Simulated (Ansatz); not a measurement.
PBE against r2SCAN: hypothetical Fm-3m WSe2, uniaxial strain ε_zz = −1.37 %

Take WSe$_{2}$ (space group Fm-3m, No. 225; a = 6.261 Å; ferromagnetic; a hypothetical phase, not in the database extracts checked; relaxed with 0.1 eV smearing) as the base. Axes: x, y, z lie along the cube axes.

(Cell as relaxed with PBE.)

Levels (all Ansatz, a first-principles code, PAW): PBE (420 eV, no spin-orbit coupling); r2SCAN (500 eV, without spin-orbit coupling).

Each level relaxes its own structure.

```json
[
 {"base": "volume per atom", "PBE": "20.45 Å³", "r2SCAN": "20.45 Å³"},
 {"base": "lattice parameter a", "PBE": "6.261 Å", "r2SCAN": "6.261 Å"},
 {"base": "band gap", "PBE": "zero", "r2SCAN": "zero"},
 {"base": "largest site moment", "PBE": "1.25 μB", "r2SCAN": "1.41 μB"}
]
```

One thing is altered: uniaxial strain ε_zz = −1.37 %, all other strain components held at zero, atoms relaxed at fixed cell.

```csv
quantity,PBE,r2SCAN
"pressure (mean of the normal stresses, compression positive)",1.5 GPa,…
shortest interatomic distance,2.699 Å,…
largest site moment,1.21 μB,…
magnetic state,ferromagnetic,…
```

### Question
Predict the r2SCAN column.

### Answer

- pressure (mean of the normal stresses, compression positive), r2SCAN: 1.6 GPa
- shortest interatomic distance, r2SCAN: 2.699 Å
- largest site moment, r2SCAN: 1.38 μB
- magnetic state, r2SCAN: ferromagnetic

PBE's largest site moment lies 0.17 μB below r2SCAN's; the two agree on the shortest interatomic distance and magnetic state. Neither level is exact; r2SCAN is the comparison here, not a measurement.

Other magnetic orders, which the real material may have, were not ruled out. Whether these cells are dynamically stable was not tested.
